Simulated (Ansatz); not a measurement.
# BaTiO3 (space group P4mm, No. 99)

```cif
data_BaO3Ti
_chemical_formula_sum 'Ti1 Ba1 O3'
_space_group_name_H-M_alt 'P 1'
_space_group_IT_number 1
_cell_length_a 3.95547
_cell_length_b 3.95547
_cell_length_c 4.04610
_cell_angle_alpha 90.000
_cell_angle_beta 90.000
_cell_angle_gamma 90.000
loop_
_space_group_symop_operation_xyz
  'x, y, z'
loop_
_atom_site_label
_atom_site_type_symbol
_atom_site_fract_x
_atom_site_fract_y
_atom_site_fract_z
_atom_site_occupancy
Ti1 Ti 0.50000 0.50000 0.44711 1
Ba1 Ba 0.00000 0.00000 0.93192 1
O1 O 0.50000 0.50000 0.90181 1
O2 O 0.50000 0.00000 0.41258 1
O3 O 0.00000 0.50000 0.41258 1
```

Method: PBEsol (Ansatz, a quantum-chemistry and plane-wave program), no spin-orbit coupling, earlier PAW set. k-mesh 8×8×8 (Γ-centred); smearing 0.05 eV (Fermi–Dirac).

| Quantity | Value |
|---|---|
| Volume per atom | 12.66 Å³ |
| Density | 6.12 g/cm³ |
| Band gap | 1.85 eV, indirect, A → Γ |
| Lowest conduction-band minima above the VBM | Γ 1.85 eV |
| Total energy | -2005.528 eV/atom (σ→0; compares only within this code and set-up) |

No phonon test of stability was made. The final runs are not spin-polarised.
